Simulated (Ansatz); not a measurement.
In2Se3 (P6₁, No. 169, 30 atoms in the cell; start mp-612740) was calculated with r²SCAN (plane waves, PAW; Ansatz, a quantum-chemistry and plane-wave program).

Settings: plane-wave cutoff 560 eV, 6×6×2 k mesh (along the axes of the cell as run), Fermi–Dirac smearing 0.01 eV, scalar-relativistic PAW data made under PBE.

Cell (relaxed with PBEsol):

```
CELL_PARAMETERS angstrom
      7.14924     0.00000     0.00000
     -3.57462     6.19142     0.00000
      0.00000     0.00000    19.40759
ATOMIC_POSITIONS crystal
  In 0.33069 0.98322 0.99988
  In 0.34746 0.33069 0.16655
  In 0.01678 0.34746 0.33322
  In 0.66931 0.01678 0.49988
  In 0.65254 0.66931 0.66655
  In 0.98322 0.65254 0.83322
  In 0.00672 0.69907 0.47220
  In 0.30765 0.00672 0.63887
  In 0.30093 0.30765 0.80553
  In 0.99328 0.30093 0.97220
  In 0.69235 0.99328 0.13887
  In 0.69907 0.69235 0.30553
  Se 0.69608 0.04347 0.63554
  Se 0.65262 0.69608 0.80220
  Se 0.95653 0.65262 0.96887
  Se 0.30392 0.95653 0.13554
  Se 0.34738 0.30392 0.30220
  Se 0.04347 0.34738 0.46887
  Se 0.62769 0.66189 0.45286
  Se 0.96581 0.62769 0.61953
  Se 0.33811 0.96581 0.78620
  Se 0.37231 0.33811 0.95286
  Se 0.03419 0.37231 0.11953
  Se 0.66189 0.03419 0.28620
  Se 0.92131 0.26438 0.82744
  Se 0.65693 0.92131 0.99410
  Se 0.73562 0.65693 0.16077
  Se 0.07869 0.73562 0.32744
  Se 0.34307 0.07869 0.49410
  Se 0.26438 0.34307 0.66077
```

Q: Estimate the band gap that the calculation returns.

A: 
- band gap: 1.53 eV

Note: cell and atoms aren't relaxed at this level (largest force component 0.11 eV/Å, pressure 0.9 GPa).

Spin–orbit coupling is not included.

Static lattice: no zero-point or thermal effects.

Cost on a shared machine: very roughly 40 core-minutes.

A start named mp-… is a Materials Project structure, which need not be a measured phase.
